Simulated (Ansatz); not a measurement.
A thermal frame of NaCl(110) slab, cut from rock-salt NaCl, cell Na24Cl24, with vacuum along z, from MD with PBE at 540 K. All values below come from PBE (plane waves, PAW; Ansatz, a quantum-chemistry and plane-wave program).

```json
{
  "plane_wave_cutoff": "420 eV",
  "k-points": "2x2x1 mesh shifted by half a step in the plane",
  "Fermi-Dirac width": "0.050 eV",
  "spin": "not polarised; no spin-orbit coupling"
}
```

A check of the k-sampling: on the last frame of the same run a denser mesh moved the PBE forces by 0.000 eV/Å rms and the free energy by 0 meV/atom.

```
CELL_PARAMETERS angstrom
      8.25321     0.00000     0.00000
      0.00000    11.67180     0.00000
      0.00000     0.00000    22.31651
ATOMIC_POSITIONS crystal
  Na 0.93119 0.47001 0.25171
  Na 0.71961 0.25113 0.33840
  Na 0.13504 0.23105 0.31749
  Na 0.42122 0.44357 0.26041
  Na 0.44516 0.50918 0.43611
  Na 0.16289 0.23813 0.52103
  Na 0.65436 0.25460 0.51168
  Na 0.98343 0.50226 0.44544
  Na 0.91315 0.51873 0.64482
  Na 0.66121 0.25209 0.70404
  Na 0.16833 0.24265 0.70805
  Na 0.42589 0.48038 0.63337
  Cl 0.17029 0.48102 0.34611
  Cl 0.38904 0.20657 0.24440
  Cl 0.87967 0.24834 0.23796
  Cl 0.68402 0.50019 0.33417
  Cl 0.71624 0.50686 0.51372
  Cl 0.90947 0.23538 0.42210
  Cl 0.43753 0.27228 0.43555
  Cl 0.22570 0.49628 0.52837
  Cl 0.17406 0.52118 0.72535
  Cl 0.41176 0.26775 0.61101
  Cl 0.90158 0.26262 0.63289
  Cl 0.66324 0.53335 0.71045
  Na 0.91476 0.99864 0.24349
  Na 0.72113 0.74130 0.31120
  Na 0.20169 0.70178 0.33061
  Na 0.39733 0.93415 0.24785
  Na 0.45174 0.99047 0.42206
  Na 0.21916 0.73756 0.49861
  Na 0.68826 0.74439 0.51137
  Na 0.89728 0.98896 0.41451
  Na 0.93928 0.99414 0.60879
  Na 0.65888 0.77761 0.68012
  Na 0.18216 0.76237 0.70569
  Na 0.45795 0.00280 0.60343
  Cl 0.20254 0.99913 0.34114
  Cl 0.36321 0.69070 0.22948
  Cl 0.92331 0.73470 0.22235
  Cl 0.69305 0.97132 0.32852
  Cl 0.68936 0.01380 0.51054
  Cl 0.91846 0.72424 0.40811
  Cl 0.44511 0.74695 0.41968
  Cl 0.17622 0.98522 0.51495
  Cl 0.22658 0.01342 0.69023
  Cl 0.42373 0.72849 0.60271
  Cl 0.95016 0.76241 0.61927
  Cl 0.70397 0.00449 0.68790
```

Give the forces on atoms 6, 12, 19, 23, 36, 37, 40, 43, 44, 48 (eV/Å).


```
atom              Fx Fy Fz
----  --------------------
Na6     0.182 0.076 -0.118
Na12   -0.184 0.780 -0.074
Cl19  -0.441 -0.358 -0.531
Cl23    0.497 0.105 -0.299
Na36    -0.249 0.019 0.010
Cl37  -0.456 -0.254 -0.302
Cl40   -0.438 0.175 -0.372
Cl43    0.125 0.025 -0.210
Cl44    0.093 0.169 -0.062
Cl48    -0.315 0.094 0.253
```
